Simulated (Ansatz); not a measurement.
## PtGa (model structure, started from the CoSn type, P6/mmm, No. 191, 6 atoms in the cell): properties by level of theory

| level (code) | lattice parameter a (Å) | c axis length (Å) |
|---|---|---|
| LDA (Ansatz) | 5.331 | 4.155 |
| PBE (Ansatz) | 5.442 | 4.252 |
| PBEsol (Ansatz) | 5.368 | 4.194 |
| r²SCAN (Ansatz) | 5.392 | 4.195 |

Ansatz's density-functional and Hartree–Fock values are scalar-relativistic unless marked +SOC, with PAW data made under PBE.

The crystal itself was run without spin with LDA, PBE, PBEsol, r²SCAN; a magnetic state was not tried in these runs.

The computed numbers hold no vibrational or temperature effects.

A model structure was made by putting elements into a prototype or built by hand; it is no filed structure, need not be a known phase, and can be a saddle point held by its symmetry.

Ansatz is an electronic-structure program.
